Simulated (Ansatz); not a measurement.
## B₂O₃ (model structure, P-62c, No. 190, 10 atoms in the cell)

The numbers are results of r²SCAN+rVV10 (Ansatz, an electronic-structure program, plane waves, PAW), not measurements.

Run with plane-wave cutoff 560 eV, 12×12×6 k mesh (along the axes of the cell as run), Fermi–Dirac smearing 0.01 eV, scalar-relativistic PAW data made under PBE.

Cell (relaxed at this level):

```cif
data_B4O6
_chemical_formula_sum 'O6 B4'
_space_group_name_H-M_alt 'P-62c'
_space_group_IT_number 190
_space_group_name_Hall 'P -6c -2c'
_cell_length_a 4.35478
_cell_length_b 4.35478
_cell_length_c 6.33612
_cell_angle_alpha 90.000
_cell_angle_beta 90.000
_cell_angle_gamma 120.000
loop_
_atom_site_label
_atom_site_type_symbol
_atom_site_symmetry_multiplicity
_atom_site_Wyckoff_symbol
_atom_site_fract_x
_atom_site_fract_y
_atom_site_fract_z
_atom_site_occupancy
O1 O 6 h 0.33314 0.04410 0.25000 1
B1 B 2 d 0.66667 0.33333 0.25000 1
B2 B 2 b 0.00000 0.00000 0.25000 1
```

```
Property                                                 Result
-------------------------------------------  ------------------
band gap                                     5.53 eV (indirect)
smallest direct gap on the k points sampled             5.69 eV
```

Note: the relaxation could raise the start's symmetry but not lower it, so the cell can be a saddle point.

A model structure was made by putting elements into a prototype or built by hand; it is no filed structure, need not be a known phase, and can be a saddle point held by its symmetry.
